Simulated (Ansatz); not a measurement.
The parent structure is a 16-atom supercell of C in the graphite type structure (space group P6_3/mmc, No. 194; a = 2.4650 Å, c = 6.7305 Å; layered, stacked along the Cartesian z axis) at its relaxed geometry.

The values are results of Ansatz (a program for electronic structure) PBE-D3(BJ), spin-orbit coupling left out, not measurements.

Before the change:

| Item | Result |
|---|---|
| Pressure | 0.0 GPa |
| Mean distance from the defect site to its nearest host atoms | 1.42 Å |

It is then changed as follows: a neutral B on a C site, atoms relaxed at fixed cell, starting from a slightly rattled geometry.

Question: What does the calculation give for the pressure after the change?

Answer: The pressure goes from zero to 8.3 GPa.

Question: Estimate the effect on the largest displacement of a host atom from its site in the perfect cell.

Answer: The largest displacement of a host atom from its site in the perfect cell amounts to 0.06 Å.

Question: Predict the new mean distance from the defect site to its nearest host atoms.

Answer: The mean distance from the defect site to its nearest host atoms increases by 0.04 Å (1.42 Å → 1.46 Å).

The cell is small, so the values are those of an ordered compound at a high defect concentration; dilute-limit values will differ. The mesh was chosen for an insulator and is coarse for the gapless case. The final runs are not spin-polarised. The defect cell is not spin-polarised.
